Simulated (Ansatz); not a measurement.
The starting structures come from a database of crystals and need not be the phases stable at ambient conditions.

The decay constant κ of evanescent states in the gap governs leakage through a thin film.

```
AlBaBF2O3
1.0
    8.45346     0.00000     0.00000
    4.22673     9.69723     0.00000
    4.22673    -0.61410     2.36177
Ba Al B O F
2 2 2 6 4
Direct
  0.50000   0.50000   0.50000
  0.00000   0.00000   0.00000
  0.58333   0.75000   0.75000
  0.41667   0.25000   0.25000
  0.91667   0.75000   0.75000
  0.08333   0.25000   0.25000
  0.36699   0.25000   0.68801
  0.07801   0.25000   0.53898
  0.80500   0.25000   0.52301
  0.19500   0.75000   0.18801
  0.63301   0.75000   0.03898
  0.92199   0.75000   0.02301
  0.77934   0.55399   0.55399
  0.38732   0.94601   0.94601
  0.61268   0.05399   0.05399
  0.22066   0.44601   0.44601
```

Space group of this cell: P-62c. The cell is taken as given.

Transport runs along the normal of the first two printed cell vectors, the (111) plane of the conventional cell.

No gap correction and no spin-orbit coupling; mid-gap values are interpolated between computed energies.

Problem. State the band gap and the smallest decay constant κ at mid-gap according to PBEsol (Ansatz, an electronic-structure program).

Solution. Gap 6.26 eV on a 12×12×12 mesh; κ = 0.453 1/Å, at the zone centre.
